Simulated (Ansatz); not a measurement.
The reference is AlN (space group P4_2/mnm, No. 136; a = 5.330 Å, c = 3.122 Å; a hypothetical phase, not in the database extracts checked). Axes: x, y, z lie along a, b, c of the conventional cell.

(Cell as relaxed with PBE.)

Levels (all Ansatz, a program for electronic structure, PAW): PBE (420 eV, without spin-orbit coupling); PBEsol (420 eV, no SOC).

Each level relaxes its own structure.

| base | PBE | PBEsol |
|---|---|---|
| volume per atom | 11.08 Å³ | 10.89 Å³ |
| lattice parameter a | 5.330 Å | 5.294 Å |
| band gap | 3.73 eV | 3.75 eV |

Modification: the cell is compressed by 4.86 % along y with no lateral relaxation; the atoms relax in the strained cell.

```tsv
quantity	PBE	PBEsol
energy relative to the base (free energy F)	+21 meV/atom	+20 meV/atom
valence-band top at Γ (three highest levels, from the VBM)	0.00, -0.18, -0.33 eV	0.00, -0.20, -0.34 eV
electron mass	0.33 mₑ along x, 0.34 mₑ along y, 0.35 mₑ along z (at Γ)	0.34 mₑ along x, 0.35 mₑ along y, 0.37 mₑ along z (at Γ)
```

PBE's energy relative to the base lies 0.8 meV/atom above PBEsol's. Neither level is exact; PBEsol is the comparison here, not a measurement.

Masses are band curvatures over ±0.01 Å⁻¹ around the edge. No phonon test of stability was made.
